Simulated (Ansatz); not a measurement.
Results of LC-ωPBE in Ansatz (PAW) for fluorite PbF2 (high-temperature phase).

Run with plane-wave cutoff 460 eV, 8×8×8 k mesh, Fermi–Dirac smearing 0.01 eV, scalar-relativistic PAW data made under PBE.

Properties against volume:

| V (Å³/atom) | P (GPa) | direct gap at Γ (eV) | smallest gap on the k mesh (eV) |
|---|---|---|---|
| 16.604 | 4.29 | 16.952 | 10.684 |
| 17.191 | 1.31 | 16.676 | 10.733 |
| 17.478 | 0.05 | 16.546 | 10.756 |
| 17.915 | -1.65 | 16.352 | 10.787 |
| 18.352 | -3.12 | 16.164 | 10.814 |

The fundamental gap (10.76 eV at the equilibrium volume, on the SCF mesh) lies elsewhere than Γ–Γ.

Spin–orbit coupling is not included; with these elements it can move the gap by several tenths of an eV or more.

Ansatz is a program for electronic structure.
